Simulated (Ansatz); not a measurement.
A computed series for InSb: pressure series

Start from InSb in the rock salt structure (space group Fm-3m, No. 225; a model cell, its experimental status unchecked).

InSb has the cubic space group Fm-3m (No. 225), the rock salt structure, Pearson symbol cF8. Lattice parameters: a = b = c = 6.0346 Å, α = β = γ = 90.00°. Sb on 4a has 6 In at 3.017 Å (octahedral). In on 4b has 6 Sb at 3.017 Å (octahedral). (Neighbours: up to the widest gap in distance over summed covalent radii, below 1.35, at either atom; cation-cation and far metal-metal contacts left out.)
(The calculation used a cell of 2 atoms; values per cell refer to that cell.)

Cell and atoms are relaxed at each pressure.

Method: PBEsol in Ansatz (plane waves to 420 eV, PAW, no spin-orbit coupling).

| pressure (GPa) | volume per atom (Å³/atom) |
|---|---|
| -2 | 28.573 |
| 0 | 27.470 |
| 0.3 | 27.326 |
| 0.7 | 27.141 |
| 1.5 | 26.793 |
| 3 | 26.195 |
| 5 | 25.507 |
| 7.5 | ? |
| 10 | 24.142 |

Q: Fit the third-order Birch–Murnaghan form P(V) = (3B₀/2)[(V₀/V)^(7/3) − (V₀/V)^(5/3)]·[1 + (3/4)(B₀′ − 4)((V₀/V)^(2/3) − 1)] (squares taken in P) to the rows shown and predict the withheld row.

A: Least squares on the printed values gives V₀ = 27.471 Å³/atom, B₀ = 56.1 GPa, B₀′ = 5.0; this predicts 24.773 Å³/atom, and the run gives 24.773 Å³/atom, in agreement.

Load acts through the strain it causes; cell and atoms are relaxed under it. Stability against distortions was not tested. No other phases were tried under pressure. The final runs are not spin-polarised. This is not the structure that InSb has at room temperature and ambient pressure.

Ansatz is an electronic-structure program.
